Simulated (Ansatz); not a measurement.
Pressure series in TaAs

Take TaAs (space group I4_1md, No. 109) as the base.

```yaml
crystal:
  lattice:
    - [-1.73153, 1.73153, 5.86650]
    - [1.73153, -1.73153, 5.86650]
    - [1.73153, 1.73153, -5.86650]
  atoms:
    - { symbol: Ta, position: [0.99912, 0.99912, 0.00000] }
    - { symbol: Ta, position: [0.74912, 0.24912, 0.50000] }
    - { symbol: As, position: [0.41688, 0.41688, 0.00000] }
    - { symbol: As, position: [0.16688, 0.66688, 0.50000] }
```

Cell and atoms are relaxed at each pressure.

Level of theory: plane-wave PAW DFT at the PBE level (Ansatz, a program for electronic structure, 420 eV), no SOC.

| pressure (GPa) | volume per atom (Å³/atom) |
|---|---|
| -2 | 17.798 |
| 0 | 17.589 |
| 0.9 | 17.499 |
| 2.1 | 17.383 |
| 4.5 | 17.163 |
| 9 | ? |
| 15 | 16.341 |
| 22.5 | 15.859 |
| 30 | 15.436 |

Fit the third-order Birch–Murnaghan form P(V) = (3B₀/2)[(V₀/V)^(7/3) − (V₀/V)^(5/3)]·[1 + (3/4)(B₀′ − 4)((V₀/V)^(2/3) − 1)] (squares taken in P) to the rows shown and predict the withheld row.

Least squares on the printed values gives V₀ = 17.589 Å³/atom, B₀ = 175 GPa, B₀′ = 4.2; this predicts 16.786 Å³/atom, and the run gives 16.786 Å³/atom, in agreement.

Load acts through the strain it causes; cell and atoms are relaxed under it. No phonon test of stability was made. Competing high-pressure phases were not computed. The final runs are not spin-polarised.
